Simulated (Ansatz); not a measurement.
## Ansatz run on SrCuSeF (P4/nmm, 8 atoms in the cell): self-consistent single point

Computed with LDA (PW92), default PAW files made with PBE (plane waves; Ansatz, an electronic-structure program).

Input:

Ansatz 0.2 input:
```yaml
crystal:
  lattice:
    - [4.114279, 0.000000, 0.000000]
    - [0.000000, 4.114279, 0.000000]
    - [0.000000, 0.000000, 8.945716]
  atoms:
    - { symbol: Sr, position: [0.000000, 0.500000, 0.661850] }
    - { symbol: Sr, position: [0.500000, 0.000000, 0.338150] }
    - { symbol: Cu, position: [0.500000, 0.500000, 0.000000] }
    - { symbol: Cu, position: [0.000000, 0.000000, 0.000000] }
    - { symbol: Se, position: [0.500000, 0.000000, 0.831170] }
    - { symbol: Se, position: [0.000000, 0.500000, 0.168830] }
    - { symbol: F, position: [0.000000, 0.000000, 0.500000] }
    - { symbol: F, position: [0.500000, 0.500000, 0.500000] }
basis:
  ecutwfc: 420.0 eV
kpoints:
  mp_grid: { grid: [6, 6, 3] }
hamiltonian:
  xc: lda
  pseudopotentials: { kind: paw }
scf:
  occupations: { method: fixed }
output:
  forces: true
  eigenvalues: true
  stress: true
```

Log, with long lists cut:

```
WARN ansatz: RAYON_NUM_THREADS=1 ignored (pool sized by the plan → 1); use --threads N
Pseudopotentials: kind: paw
Pseudopotential: Sr, paw, valence charge 10
Pseudopotential: Cu, paw, valence charge 19
Pseudopotential: Se, paw, valence charge 16
Pseudopotential: F, paw, valence charge 7
Crystal: 8 atoms, lattice volume = 151.427 Å³
Basis set: ecut = 420 eV, 2957 PW (Γ)
Bands: 63, of which v1, the nominal top of the filled ones, is band 52 counted from 1 (51 counted from 0)
Symmetry: 16 space group operations
Space group: P4/nmm (ITA 129), of the structure as read, at distance tolerance 5.3e-5 Å
k-points: 20 of 108
PAW frozen core: Sr, regenerated for the run's functional, and the local potential with it
PAW frozen core: Cu, regenerated for the run's functional, and the local potential with it
PAW frozen core: Se, regenerated for the run's functional, and the local potential with it
PAW frozen core: F, regenerated for the run's functional, and the local potential with it
Initial density: superposition of atomic densities (neutral atoms: chi_scale 0, normalization atom), corrected by the library's trained network
Initial wavefunctions: pseudopotential atomic-orbital guess
Eigensolver: davidson
Functional: x = slater, c = lda
SCF iter   1: F=—  HF=-32364.939440 eV  |F-HF|=—  |Δ(HF+E_count)|=         —  Δρ=1.43e-2  dr2=1.92e-1  ethr=1.77e-3  ⟨swp⟩=5.0  Hψ=4459  notcnv=0  defer=153
all-band conjugate gradients solve this SCF's bands
preconditioner: auto → Resta (q_TF=auto, 2.563 Å⁻¹)
SCF iter   2: F=—  HF=-32364.907643 eV  |F-HF|=—  |Δ(HF+E_count)|=   3.18e-2  Δρ=7.44e-3  dr2=5.60e-2  ethr=1.84e-4  ⟨swp⟩=2.1  Hψ=2448  notcnv=0  defer=177
SCF iter   3: F=—  HF=-32364.894815 eV  |F-HF|=—  |Δ(HF+E_count)|=   1.28e-2  Δρ=4.24e-3  dr2=1.49e-2  ethr=5.38e-5  ⟨swp⟩=2.0  Hψ=2201  notcnv=0  defer=179
SCF iter   4: F=—  HF=-32364.892306 eV  |F-HF|=—  |Δ(HF+E_count)|=   2.51e-3  Δρ=1.65e-3  dr2=2.73e-3  ethr=1.43e-5  ⟨swp⟩=2.0  Hψ=1686  notcnv=0  defer=180
SCF iter   5: F=—  HF=-32364.891798 eV  |F-HF|=—  |Δ(HF+E_count)|=   5.07e-4  Δρ=2.97e-4  dr2=1.32e-4  ethr=2.62e-6  ⟨swp⟩=2.0  Hψ=1631  notcnv=0  defer=180
SCF iter   6: F=—  HF=-32364.891795 eV  |F-HF|=—  |Δ(HF+E_count)|=   3.24e-6  Δρ=9.32e-5  dr2=1.09e-5  ethr=1.27e-7  ⟨swp⟩=2.0  Hψ=1476  notcnv=0  defer=136
SCF iter   7: F=—  HF=-32364.891804 eV  |F-HF|=—  |Δ(HF+E_count)|=   9.35e-6  Δρ=1.94e-5  dr2=8.09e-7  ethr=1.05e-8  ⟨swp⟩=2.0  Hψ=2015  notcnv=0  defer=117
SCF iter   8: F=—  HF=-32364.891804 eV  |F-HF|=—  |Δ(HF+E_count)|=   5.30e-9  Δρ=1.66e-5  dr2=3.83e-7  ethr=7.78e-10  ⟨swp⟩=2.5  Hψ=1929  notcnv=0  defer=117
SCF iter   9: F=-32364.891804 eV  HF=-32364.891804 eV  |F-HF|=1.81e-8  |Δ(HF+E_count)|=   5.74e-8  Δρ=2.71e-6  dr2=1.74e-8  ethr=9.62e-11  ⟨swp⟩=12.8  Hψ=7310  notcnv=0
SCF 1 converged in 9 iterations: F = -32364.891804 eV  dr2 = 1.74e-8
SCF converged after 9 iterations
Free energy (F): -32364.891804 eV
Harris-Foulkes:  -32364.891804 eV  (|F-HF|=1.81e-8)
Internal energy: -32364.891804 eV  (E = F + TS)
E sigma→0 (E₀):  -32364.891804 eV
Fermi energy:    9.445278 eV
--- Per-component energies (eV) ---
  E_band       = -1872.632716
  E_kinetic    = 1740.593150
  E_local      = -20870.112101  (includes V_loc(G=0)·N_el)
  E_nonlocal   = 195.130066
  E_hartree    = 9373.647276
  E_xc         = -882.914838
  E_vxc        = -951.644234  (∫ρ·V_xc dr)
  E_paw        = -12429.063608  (= ΣΔE_a)
  E_vpaw       = -733.907900  (= ΣTr[D̂ρ^β])
  E_aug_tail   = 0.003167  (compensation charges beyond the density's cutoff)
  E_ewald      = -9498.323735
  E_core_change = 6.148819  (= ΣΔE_core)
  E_smearing   = -0.000000  (= −TS)
  E_closure    = 0.000000  (closes the sum)
  Σ components = -32364.891804   (vs F -32364.891804, Δ=0.00e0)
--- Forces (eV/Å), atoms counted from 1 ---
  atom   1  Sr     0.00000000     0.00000000    -0.39891063
  atom   2  Sr     0.00000000     0.00000000     0.39891063
  atom   3  Cu     0.00000000     0.00000000    -0.00000000
  atom   4  Cu     0.00000000     0.00000000    -0.00000000
  atom   5  Se     0.00000000     0.00000000     0.49859645
  atom   6  Se     0.00000000     0.00000000    -0.49859645
  atom   7  F      0.00000000     0.00000000     0.00000000
  atom   8  F      0.00000000     0.00000000     0.00000000
  max |Σ_I F_I| component: 0.00e0 eV/Å
--- Stress (GPa, compression-positive) ---
       -7.935676       0.000000       0.000000
        0.000000      -7.935676       0.000000
        0.000000       0.000000      -7.429902
  P = ⅓ Tr σ = -7.7671 GPa (-77.671 kbar)
  The stress holds the Pulay correction. Without it, at fixed plane waves, as pw.x and ABINIT print it: P = -8.0207 GPa
--- Band table (eV; the first three rows and the last of 20) ---
  k-point 0: bands = ["-101.3897", "-101.3884", "-59.2449", "-59.2430", "-59.2342", "-59.2342", "-59.2231", "-59.2231", "-38.2243", "-38.2243", "-38.2243", "-38.2243", "-38.2224", "-38.2223", "-38.2217", "-38.2217", "-38.2209", "-38.2209", [...]
  k-point 1: bands = ["-101.3897", "-101.3884", "-59.2449", "-59.2430", "-59.2342", "-59.2342", "-59.2231", "-59.2231", "-38.2243", "-38.2243", "-38.2243", "-38.2243", "-38.2224", "-38.2223", "-38.2217", "-38.2217", "-38.2209", "-38.2209", [...]
  k-point 2: bands = ["-101.3896", "-101.3884", "-59.2448", "-59.2431", "-59.2335", "-59.2335", "-59.2239", "-59.2238", "-38.2244", "-38.2243", "-38.2243", "-38.2243", "-38.2223", "-38.2222", "-38.2217", "-38.2217", "-38.2209", "-38.2209", [...]
  k-point 19: bands = ["-101.3890", "-101.3890", "-59.2439", "-59.2439", "-59.2353", "-59.2353", "-59.2222", "-59.2222", "-38.2245", "-38.2245", "-38.2243", "-38.2243", "-38.2220", "-38.2220", "-38.2218", "-38.2218", "-38.2208", "-38.2208", [...]
```

The run converged in 9 iterations.

The starting cell comes from a database of computed structures (which also holds hypothetical and non-ambient phases and stackings), without a prior relaxation at this level. Its lattice was rescaled by up to half a per cent. With a pressure of about -8 GPa the cell is away from its equilibrium volume at this level. Ansatz's pressure includes its estimate of the finite-basis (Pulay) stress.
